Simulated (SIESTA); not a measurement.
Worked example: self-consistent single point of SrCd (Pm-3m, 2 atoms in the cell) in SIESTA.

Computed with GGA PBEsol, numerical atomic orbitals DZP, PseudoDojo PBEsol standard norm-conserving potentials (rewritten from UPF to PSML) (SIESTA 5.4.2).

The change in words: lattice scaled by 0.98. Reference geometry:
```
CELL_PARAMETERS angstrom
      4.06670     0.00000     0.00000
      0.00000     4.06670     0.00000
      0.00000     0.00000     4.06670
ATOMIC_POSITIONS crystal
  Sr 0.50000 0.50000 0.50000
  Cd 0.00000 0.00000 0.00000
```

Reference input (self-consistent single point, DFT, GGA PBEsol, numerical atomic orbitals DZP, PseudoDojo PBEsol standard norm-conserving potentials (rewritten from UPF to PSML)): XC.functional = GGA; XC.authors = PBEsol; potentials = PseudoDojo PBEsol standard; PAO.BasisSize = DZP; PAO.EnergyShift = 0.01 Ry; MeshCutoff = 400 Ry; kgrid.MonkhorstPack = 11 11 11; OccupationFunction = FD; ElectronicTemperature = 0.1 eV; MaxSCFIterations = 150; SCF.Mixer.Method = Pulay; SCF.Mixer.Weight = 0.2. This run's input differs from it in these lines:

```diff
@@ -12,5 +12,5 @@
 %block LatticeVectors
-     7.684956790    0.000000000    0.000000000
-     0.000000000    7.684956790    0.000000000
-     0.000000000    0.000000000    7.684956790
+     7.531257805    0.000000000    0.000000000
+     0.000000000    7.531257805    0.000000000
+     0.000000000    0.000000000    7.531257805
 %endblock LatticeVectors
@@ -18,3 +18,3 @@
 %block AtomicCoordinatesAndAtomicSpecies
-     2.033352000    2.033352000    2.033352000  1
+     1.992685000    1.992685000    1.992685000  1
      0.000000000    0.000000000    0.000000000  2
```

Output (repeated stretches shortened):

```
        iscf     Eharris(eV)        E_KS(eV)     FreeEng(eV)     dDmax    Ef(eV) dHmax(eV)
   scf:    1    -5681.857915    -5692.973606    -5693.015451  0.790833 -2.668032 10.772270
   scf:    2    -5695.739469    -5694.505955    -5694.549453  0.241417 -2.811665  5.394990
   scf:    3    -5695.296095    -5695.011828    -5695.056629  0.231102 -2.939446  0.855841
   scf:    4    -5695.007129    -5695.017769    -5695.062353  0.070252 -2.977620  0.798672
   scf:    5    -5695.022356    -5695.026074    -5695.070089  0.050869 -2.953609  0.389414
   scf:    6    -5695.029179    -5695.028200    -5695.072431  0.015229 -2.970595  0.020103
   scf:    7    -5695.028204    -5695.028204    -5695.072439  0.001040 -2.970575  0.003527
   scf:    8    -5695.028219    -5695.028212    -5695.072439  0.000295 -2.970070  0.000482
mix: Pulay -- inversion failed, > SVD [rank/size] 4 / 7
   scf:    9    -5695.028211    -5695.028211    -5695.072439  0.000015 -2.970079  0.000131
SCF Convergence by DM+H criterion
max |DM_out - DM_in|         :     0.0000145232
max |H_out - H_in|      (eV) :     0.0001312652
SCF cycle converged after 9 iterations

Using DM_out to compute the final energy and forces

siesta: E_KS(eV) =            -5695.0282

siesta: E_KS - E_eggbox =     -5695.0282

siesta: Atomic forces (eV/Ang):
     1   -0.000000   -0.000000   -0.000000
     2   -0.000000   -0.000000   -0.000000
   Tot   -0.000000   -0.000000   -0.000000
   Max    0.000000
   Res    0.000000    sqrt( Sum f_i^2 / 3N )
   Max    0.000000    constrained

Stress tensor Voigt[x,y,z,yz,xz,xy] (kbar):      -23.25      -23.25      -23.25       -0.00       -0.00       -0.00
(Free)E + p*V (eV/cell)    -5694.1538
Target enthalpy (eV/cell)    -5695.0724

siesta: Program's energy decomposition (eV):
siesta: FreeEng =     -5695.072439

   [... lines left out ...]
siesta:    -0.014512   -0.000000   -0.000000
siesta:    -0.000000   -0.014512   -0.000000
siesta:    -0.000000   -0.000000   -0.014512

siesta: Cell volume =         63.300325 Ang**3

siesta: Pressure (static):
siesta:                Solid            Molecule  Units
siesta:           0.00015806          0.00015806  Ry/Bohr**3
siesta:           0.01451243          0.01451243  eV/Ang**3
siesta:          23.25147626         23.25147665  kBar
```

The run converged in 9 iterations. Against the reference run the free energy goes up by 15.5 meV/atom and the pressure goes from 0.34 to 2.33 GPa.

The starting cell comes from a database of computed structures (which also holds hypothetical and non-ambient phases and stackings), without a prior relaxation at this level. Its lattice was rescaled by a random factor within 2.5 % of one. For this run, on top of that: lattice scaled by 0.98. Values carry the incompleteness of an atom-centred basis.

Cost on one core of a shared machine: roughly 30 s.
